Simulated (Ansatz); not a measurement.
GaAs in the zinc blende structure (space group F-43m, No. 216)

```
CELL_PARAMETERS angstrom
      0.00000     2.83278     2.83278
      2.83278     0.00000     2.83278
      2.83278     2.83278     0.00000
ATOMIC_POSITIONS crystal
  As 0.75000 0.75000 0.75000
  Ga 0.00000 0.00000 0.00000
```

All numbers come from r2SCAN/PAW in Ansatz (a program for electronic structure), scalar-relativistic without spin-orbit coupling, earlier PAW set. k-mesh 10×10×10 (Γ-centred); smearing 0.05 eV (Fermi–Dirac).

* **Volume per atom**: 22.73 Å³
* **Density**: 5.28 g/cm³
* **Band gap**: 0.97 eV, direct at Γ
* **Electron mass**: 0.051 mₑ
* **Hole mass (degenerate bands, along [100])**: 0.051, 0.34, 0.34 mₑ
* **Lowest conduction-band minima above the VBM**: Γ 0.97 eV; L along ⟨111⟩ 1.36 eV; a point along ⟨100⟩, about 1.0 Å⁻¹ from Γ 1.72 eV
* **Total energy**: -4327.886 eV/atom (σ→0; compares only within this code and set-up)

Masses are band curvatures over ±0.01 Å⁻¹ around the edge. Whether these cells are dynamically stable was not tested.
